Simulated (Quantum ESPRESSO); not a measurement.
Input and output of a self-consistent single point for GaP (F-43m, 2 atoms in the cell) (Quantum ESPRESSO).

Computed with PBE, PseudoDojo standard norm-conserving (PBE) pseudopotentials (plane waves; Quantum ESPRESSO 7.5).

```
GaP
1.0
   -2.68274     0.00000     2.68274
    0.00000     2.68274     2.68274
   -2.68274     2.68274     0.00000
Ga P
1 1
Direct
  0.00000   0.00000   0.00000
  0.25000   0.25000   0.25000
```

Reference input (self-consistent single point, DFT, PBE, plane waves, PseudoDojo standard norm-conserving (PBE) pseudopotentials): ecutwfc = 80 Ry; occupations = fixed; potentials = {Ga: Ga.upf, P: P.upf}; K_POINTS = automatic 6 6 6 0 0 0; nbnd = 13; conv_thr = 1e-09 Ry. This run's input differs from it in these lines:

```diff
@@ -27,3 +27,3 @@
 K_POINTS automatic
-6 6 6  0 0 0
+4 4 4  0 0 0
```

Output, abridged:

```
     Self-consistent Calculation

     iteration #  1     ecut=    80.00 Ry     beta= 0.70

     Threshold (ethr) on eigenvalues was too large:
     Diagonalizing with lowered threshold

     total energy              =    -166.82217391 Ry
     estimated scf accuracy    <       0.08233894 Ry

     iteration #  2     ecut=    80.00 Ry     beta= 0.70

     total energy              =    -166.83909509 Ry
     estimated scf accuracy    <       0.01550592 Ry

     iteration #  3     ecut=    80.00 Ry     beta= 0.70

     total energy              =    -166.84236858 Ry
     estimated scf accuracy    <       0.00049732 Ry

   [... 3 blocks of this kind left out ...]

     iteration #  7     ecut=    80.00 Ry     beta= 0.70

     total energy              =    -166.84240709 Ry
     estimated scf accuracy    <          3.9E-09 Ry

     iteration #  8     ecut=    80.00 Ry     beta= 0.70
     End of self-consistent calculation

     highest occupied, lowest unoccupied level (ev):     8.2952    9.8229

!    total energy              =    -166.84240709 Ry
     estimated scf accuracy    <          2.0E-11 Ry

     convergence has been achieved in   8 iterations

     Forces acting on atoms (cartesian axes, Ry/au):

     atom    1 type  1   force =    -0.00000000    0.00000000    0.00000000
     atom    2 type  2   force =     0.00000000    0.00000000   -0.00000000

     Total force =     0.000000     Total SCF correction =     0.000000

          total   stress  (Ry/bohr**3)                   (kbar)     P=       77.16
   0.00052455   0.00000000   0.00000000           77.16        0.00        0.00
   0.00000000   0.00052455   0.00000000            0.00       77.16        0.00
   0.00000000   0.00000000   0.00052455            0.00        0.00       77.16

   JOB DONE.
```

The run converged in 8 iterations. Against the reference run the free energy rises by 65.7 meV/atom, the pressure goes from 7.23 to 7.72 GPa and the gap on the mesh goes from 1.550 to 1.528 eV.

The starting cell comes from a database of computed structures (which also holds hypothetical and non-ambient phases and stackings), without a prior relaxation at this level. Its lattice was rescaled by a random factor within 2.5 % of one. With a pressure of about 8 GPa the cell is away from its equilibrium volume at this level.
